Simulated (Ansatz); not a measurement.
The structure below was relaxed with PBEsol, PAW, 420 eV (Ansatz, a program for electronic structure; without spin-orbit coupling).

Space group Fm-3m (No. 225); a = b = c = 4.3801 Å, α = β = γ = 90.00°

| atom | site | symmetry | x | y | z |
|---|---|---|---|---|---|
| N | 4a | m-3m | 0.0000 | 0.0000 | 0.0000 |
| Nb | 4b | m-3m | 0.5000 | 0.5000 | 0.5000 |

**Question.** Write out a cell with all atoms.

**Answer.** 
```cif
data_N4Nb4
_chemical_formula_sum 'N4 Nb4'
_space_group_name_H-M_alt 'P 1'
_space_group_IT_number 1
_cell_length_a 4.38007
_cell_length_b 4.38007
_cell_length_c 4.38007
_cell_angle_alpha 90.000
_cell_angle_beta 90.000
_cell_angle_gamma 90.000
loop_
_space_group_symop_operation_xyz
  'x, y, z'
loop_
_atom_site_label
_atom_site_type_symbol
_atom_site_fract_x
_atom_site_fract_y
_atom_site_fract_z
_atom_site_occupancy
N1 N 0.00000 0.00000 0.00000 1
Nb1 Nb 0.50000 0.00000 0.00000 1
N2 N 0.00000 0.50000 0.50000 1
Nb2 Nb 0.50000 0.50000 0.50000 1
N3 N 0.50000 0.00000 0.50000 1
Nb3 Nb 0.00000 0.00000 0.50000 1
N4 N 0.50000 0.50000 0.00000 1
Nb4 Nb 0.00000 0.50000 0.00000 1
```
This is the conventional cell.

Whether these cells are dynamically stable was not tested. The final runs are not spin-polarised. The cell was made from ZrN by this change: Zr → Nb.
